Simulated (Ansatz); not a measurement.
C (model structure, Pn-3m, No. 224, 10 atoms in the cell) was calculated with LDA (plane waves, PAW; Ansatz, a program for electronic structure).

Numerical settings: plane-wave cutoff 520 eV, 8×8×8 k mesh, Fermi–Dirac smearing 0.01 eV, scalar-relativistic PAW data made under PBE.

Cell (relaxed at this level):

```cif
data_C10
_chemical_formula_sum 'C10'
_space_group_name_H-M_alt 'Pn-3m :1'
_space_group_IT_number 224
_space_group_name_Hall 'P 4n 2 3 -1n'
_cell_length_a 4.78046
_cell_length_b 4.78046
_cell_length_c 4.78046
_cell_angle_alpha 90.000
_cell_angle_beta 90.000
_cell_angle_gamma 90.000
loop_
_atom_site_label
_atom_site_type_symbol
_atom_site_symmetry_multiplicity
_atom_site_Wyckoff_symbol
_atom_site_fract_x
_atom_site_fract_y
_atom_site_fract_z
_atom_site_occupancy
C1 C 2 a 0.00000 0.00000 0.00000 1
C2 C 8 e 0.17738 0.17738 0.17738 1
```

Question: Estimate the band gap, smallest direct gap on the k points sampled and direct gap at Γ that the calculation returns.

Answer: 
- band gap = 4.09 eV (indirect)
- smallest direct gap on the k points sampled = 4.36 eV
- direct gap at Γ = 4.62 eV

Note: the relaxation could raise the start's symmetry but not lower it, so the cell can be a saddle point.

Computed values are for the static lattice.

Cost on a shared machine: very roughly 12 core-seconds.

A model structure was made by putting elements into a prototype or built by hand; it is no filed structure, need not be a known phase, and can be a saddle point held by its symmetry.
